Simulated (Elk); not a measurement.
**A self-consistent single point of SnSe₂ (P-3m1, 3 atoms in the cell) with Elk**

Method: Elk with PBE, all-electron FP-LAPW, Elk's shipped species files, LAPW+lo basis.

Input:

```
tasks
  0

xctype
  20

rgkmax
  7.5

gmaxvr
  16.0

nxoapwlo
  1

rmtscf
  0.95

stype
  0

swidth
  0.0001

avec
    7.1127573736    0.0000004247    0.0000000000
   -3.5563790546    6.1598283642    0.0000000000
    0.0000000000    0.0000000000   12.0077298664

sppath
  'species/'

atoms
  2   : nspecies
  'Sn.in'   : spfname
  1   : natoms; atposl, bfcmt below
  0.0000000000  0.0000000000  0.0000000000    0.0 0.0 0.0
  'Se.in'   : spfname
  2   : natoms; atposl, bfcmt below
  0.6666666667  0.3333333333  0.7571000000    0.0 0.0 0.0
  0.3333333333  0.6666666667  0.2429000000    0.0 0.0 0.0

ngridk
  8 8 4
```

Log, with long lists cut:

```
│ Elk code version 10.2.4 │

All units are atomic (Hartree, Bohr, etc.)

│ Ground-state run starting from atomic densities │

Lattice vectors :
   7.112757374      0.4247000000E-06   0.000000000
  -3.556379055       6.159828364       0.000000000
   0.000000000       0.000000000       12.00772987

Unit cell volume      :    526.0990650
Brillouin zone volume :   0.4714895539

Muffin-tin inner radius fraction :   0.1000000000E-01

Nuclei treated as point charges

Species :    1 (Sn)
 parameters loaded from : Sn.in
 name : tin
 nuclear charge    :   -50.00000000
 electronic charge :    50.00000000
 atomic mass :    216395.0920
 muffin-tin radius :    2.470000000
 number of radial points in muffin-tin :    597
 atomic positions (lattice), magnetic fields (Cartesian) :
   1 :   0.00000000  0.00000000  0.00000000    0.00000000  0.00000000  0.00000000

Species :    2 (Se)
 parameters loaded from : Se.in
 name : selenium
 nuclear charge    :   -34.00000000
 electronic charge :    34.00000000
 atomic mass :    143935.2748
 muffin-tin radius :    2.280000000
 number of radial points in muffin-tin :    497
 atomic positions (lattice), magnetic fields (Cartesian) :
   1 :  -0.33333333  0.33333333 -0.24290000    0.00000000  0.00000000  0.00000000
   2 :   0.33333333 -0.33333333  0.24290000    0.00000000  0.00000000  0.00000000

Total number of atoms per unit cell :    3

Spin treatment :
 spin-unpolarised

Number of Bravais lattice symmetries :   24
Number of crystal symmetries         :   12
Crystal has inversion symmetry
Real symmetric eigensolver will be used

k-point grid :      8     8     4
k-point offset :    0.000000000       0.000000000       0.000000000
k-point set is reduced with full crystal symmetry group
Total number of k-points :       35

Muffin-tin radius times maximum |G+k| :    7.500000000
 using average radius
Maximum |G+k| for APW functions       :    3.200568990
Maximum (1/2)|G+k|²                   :    5.121820930
Maximum |G| for potential and density :    16.00000000
 potential will be trimmed for |G| > 2 gkmax
Constant for pseudocharge density :   10
Radial integration step length :    4

G-vector grid sizes :     40    40    63
Number of G-vectors :    36433

Maximum angular momentum used for
 APW functions                      :    8
 outer part of muffin-tin           :    6
 inner part of muffin-tin           :    1

Total nuclear charge    :   -118.0000000
Total core charge       :    66.00000000
Total valence charge    :    52.00000000
Total excess charge     :    0.000000000
Total electronic charge :    118.0000000

Effective Wigner radius, rₛ :    1.021015428

Number of empty states         :   12
Total number of valence states :   38
Total number of core states    :   66

Total number of local-orbitals :   47

Exchange-correlation functional :     20     0     0
 Perdew-Burke-Ernzerhof, Phys. Rev. Lett. 77, 3865 (1996)
 gradient requirement :    1
 generalised gradient approximation (GGA)

Smearing type :    0
 Gaussian
Smearing width :   0.1000000000E-03
Effective electronic temperature (K) :    31.57750248

Mixing type :    3
 Broyden mixing, J. Phys. A: Math. Gen. 17, L317 (1984)

Kohn-Sham potential initialised from atomic data

│ Self-consistent loop started │
│ Loop number : 1 │
 total energy                :     -11049.2827045
│ Loop number : 2 │
 total energy                :     -11049.2691690
RMS change in Kohn-Sham potential (target) :   0.1639373813     (  0.1000000000E-05)
Absolute change in total energy (target)   :   0.1353556229E-01 (  0.1000000000E-03)
│ Loop number : 3 │
 total energy                :     -11048.9032164
RMS change in Kohn-Sham potential (target) :   0.1580039877     (  0.1000000000E-05)
Absolute change in total energy (target)   :   0.3693364880     (  0.1000000000E-03)
│ Loop number : 4 │
 total energy                :     -11044.3394296
RMS change in Kohn-Sham potential (target) :   0.7321710480E-01 (  0.1000000000E-05)
Absolute change in total energy (target)   :    4.656120854     (  0.1000000000E-03)
│ Loop number : 5 │
 total energy                :     -11041.3072234
RMS change in Kohn-Sham potential (target) :   0.2520468946E-01 (  0.1000000000E-05)
Absolute change in total energy (target)   :    4.196236431     (  0.1000000000E-03)
│ Loop number : 6 │
 total energy                :     -11040.2031414
RMS change in Kohn-Sham potential (target) :   0.6052590687E-02 (  0.1000000000E-05)
Absolute change in total energy (target)   :    2.153141138     (  0.1000000000E-03)
│ Loop number : 7 │
 total energy                :     -11039.8461133
RMS change in Kohn-Sham potential (target) :   0.3140551622E-03 (  0.1000000000E-05)
Absolute change in total energy (target)   :   0.8953134068     (  0.1000000000E-03)
│ Loop number : 8 │
 total energy                :     -11039.8318143
RMS change in Kohn-Sham potential (target) :   0.1375780966E-03 (  0.1000000000E-05)
Absolute change in total energy (target)   :   0.2381273369     (  0.1000000000E-03)
│ Loop number : 9 │
 total energy                :     -11039.8255326
RMS change in Kohn-Sham potential (target) :   0.6616534238E-04 (  0.1000000000E-05)
Absolute change in total energy (target)   :   0.6581355563E-01 (  0.1000000000E-03)
│ Loop number : 10 │
 total energy                :     -11039.8241783
RMS change in Kohn-Sham potential (target) :   0.3094340264E-04 (  0.1000000000E-05)
Absolute change in total energy (target)   :   0.1780765892E-01 (  0.1000000000E-03)
│ Loop number : 11 │
 total energy                :     -11039.8207177
RMS change in Kohn-Sham potential (target) :   0.5711338394E-05 (  0.1000000000E-05)
Absolute change in total energy (target)   :   0.7912475152E-02 (  0.1000000000E-03)
│ Loop number : 12 │
 total energy                :     -11039.8203998
RMS change in Kohn-Sham potential (target) :   0.2793699201E-05 (  0.1000000000E-05)
Absolute change in total energy (target)   :   0.2296074968E-02 (  0.1000000000E-03)
│ Loop number : 13 │
 total energy                :     -11039.8205662
RMS change in Kohn-Sham potential (target) :   0.9034023653E-06 (  0.1000000000E-05)
Absolute change in total energy (target)   :   0.4075683191E-03 (  0.1000000000E-03)
│ Loop number : 14 │
 total energy                :     -11039.8205636
RMS change in Kohn-Sham potential (target) :   0.2335890004E-06 (  0.1000000000E-05)
Absolute change in total energy (target)   :   0.1045402678E-03 (  0.1000000000E-03)
│ Loop number : 15 │
 total energy                :     -11039.8205582
RMS change in Kohn-Sham potential (target) :   0.7528788515E-07 (  0.1000000000E-05)
Absolute change in total energy (target)   :   0.3152565296E-04 (  0.1000000000E-03)
Convergence targets achieved

│ Loop number : 16 │

Energies :
 Fermi                       :     0.172967562900
 sum of eigenvalues          :     -6546.69960863
 electron kinetic            :      11481.0960591
 core electron kinetic       :      10827.9320642
 Coulomb                     :     -22179.1624263
 Coulomb potential           :     -17582.7082177
 nuclear-nuclear             :     -901.921599500
 electron-nuclear            :     -24971.7734358
 Hartree                     :      3694.53260903
 Madelung                    :     -13387.8083174
 xc potential                :     -445.087450001
 exchange                    :     -335.761778678
 correlation                 :     -5.99240607767
 total energy                :     -11039.8205519

Density of states at Fermi energy :   0.8535412558E-05
 (states/Hartree/unit cell)

Estimated indirect band gap :   0.3075507610E-01
 from k-point     12 to k-point     30
Estimated direct band gap   :   0.4734611023E-01
 at k-point     15

Charges :
 core                        :    66.00000000
 valence                     :    52.00000000
 interstitial                :    5.886417351
 muffin-tins (core leakage)
  species :    1 (Sn)
   atom    1                 :    47.80925708     (  0.1458387659E-03)
  species :    2 (Se)
   atom    1                 :    32.15216278     (  0.1277972333E-03)
   atom    2                 :    32.15216278     (  0.1277972333E-03)
 total in muffin-tins        :    112.1135826
 total calculated charge     :    117.9773621
 total charge                :    118.0000000
 error                       :   0.2263786619E-01

│ Self-consistent loop stopped │
```

The run converged in 16 iterations. The count includes the last loop, which Elk runs after its targets are met.

The starting cell comes from a database of computed structures (which also holds hypothetical and non-ambient phases and stackings), without a prior relaxation at this level. Its lattice was rescaled by a random factor within 2.5 % of one. Values depend on the basis (sphere radii, cutoffs, local orbitals), which need not be converged.

Cost on one core of a shared machine: roughly 30 s.
